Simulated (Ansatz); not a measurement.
System: SnS (model structure, within 0.1 Å of P4/nmm, No. 129, 4 atoms in the cell). Method: PBEsol (Ansatz, an electronic-structure program, plane waves, PAW).

Settings: plane-wave cutoff 520 eV, 10×6×8 k mesh (along the axes of the cell as run), Fermi–Dirac smearing 0.01 eV, scalar-relativistic PAW data made under PBE.

Cell (relaxed at this level):

```cif
data_S2Sn2
_chemical_formula_sum 'Sn2 S2'
_space_group_name_H-M_alt 'P 1'
_space_group_IT_number 1
_cell_length_a 4.05984
_cell_length_b 5.75655
_cell_length_c 4.06096
_cell_angle_alpha 90.000
_cell_angle_beta 90.000
_cell_angle_gamma 90.000
loop_
_space_group_symop_operation_xyz
  'x, y, z'
loop_
_atom_site_label
_atom_site_type_symbol
_atom_site_fract_x
_atom_site_fract_y
_atom_site_fract_z
_atom_site_occupancy
Sn1 Sn 0.00000 0.24520 0.62467 1
Sn2 Sn 0.50000 0.75480 0.12467 1
S1 S 0.00000 0.75881 0.62533 1
S2 S 0.50000 0.24119 0.12533 1
```

Give the computed band gap, direct gap at Γ and bulk modulus.


band gap: 0.39 eV (on the SCF k mesh)
direct gap at Γ: 5.42 eV
bulk modulus: 44.7 GPa

Note: the bulk modulus is −V dP/dV from two relaxed cells at ±2 % in volume.

Spin–orbit coupling is not included.

Computed values are for the static lattice.

A model structure was made by putting elements into a prototype or built by hand; it is no filed structure, need not be a known phase, and can be a saddle point held by its symmetry.
